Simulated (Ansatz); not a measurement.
The reference is Ni in the diamond structure (space group Fd-3m, No. 227; a = 5.0999 Å; ferromagnetic; a hypothetical phase, not in the database extracts checked). Axes: x, y, z lie along the cube axes.

(Cell as relaxed with PBE.)

Levels (all Ansatz, a program for electronic structure, PAW): PBE (420 eV, scalar-relativistic without spin-orbit coupling); PBEsol (420 eV, no SOC).

Each level relaxes its own structure.

```json
[
 {"base": "volume per atom", "PBE": "16.58 Å³", "PBEsol": "15.69 Å³"},
 {"base": "lattice parameter a", "PBE": "5.100 Å", "PBEsol": "5.007 Å"},
 {"base": "band gap", "PBE": "zero", "PBEsol": "zero"},
 {"base": "largest site moment", "PBE": "0.84 μB", "PBEsol": "0.83 μB"}
]
```

It is then changed as follows: a free-standing slab of 1 layer (2 atoms, 2 a layer) is cut normal to [110], with 15 Å of vacuum and the in-plane cell held at bulk.

```
quantity                                 PBE         PBEsol
-----------------------------  -------------  -------------
largest site moment                  1.00 μB        1.00 μB
shortest interatomic distance        2.173 Å        2.149 Å
magnetic state                 ferromagnetic  ferromagnetic
band gap                                zero           zero
```

PBE's shortest interatomic distance lies 0.024 Å above PBEsol's (1.1 %); the two agree on the largest site moment, magnetic state and band gap. Neither level is exact; PBEsol is the comparison here, not a measurement.

Other magnetic orders, which the real material may have, were not ruled out. Stability against distortions was not tested.
